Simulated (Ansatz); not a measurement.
## CdS under a change: uniaxial stress, 2 GPa tension along z

Start from CdS in the zinc blende structure (space group F-43m, No. 216; a = 5.824 Å). Axes: x, y, z lie along the cube axes.

It is then changed as follows: uniaxial stress, 2 GPa tension along z, with the cell and atoms free to relax against it.

Computed with plane-wave PAW DFT at the PBEsol level (Ansatz, a quantum-chemistry and plane-wave program, 420 eV), no spin-orbit coupling. k-mesh 10×10×10 (Γ-centred); smearing 0.05 eV (Fermi–Dirac).

The volume per atom grows by 0.19 Å³ (24.70 Å³ → 24.89 Å³) and the space group becomes I-4m2 (No. 119) (base: F-43m (No. 216)). The energy increases by 8.4 meV/atom and the band gap decreases by 0.126 eV (1.01 eV → 0.89 eV). The gap character is still direct at Γ and the electron mass changes from 0.11 mₑ (at Γ) to 0.12 mₑ along z, 0.10 mₑ across (at Γ). The valence-band top at Γ (three highest levels, from the VBM) changes from 0.00, 0.00, 0.00 eV to 0.00, 0.00, -0.30 eV and the strain response (xx, yy, zz) is (−2.48, −2.48, +5.97) %.

Masses are band curvatures over ±0.01 Å⁻¹ around the edge. Beyond what the load breaks, stability against distortions was not tested. Labels are those of the standard path for the cell's own space group.
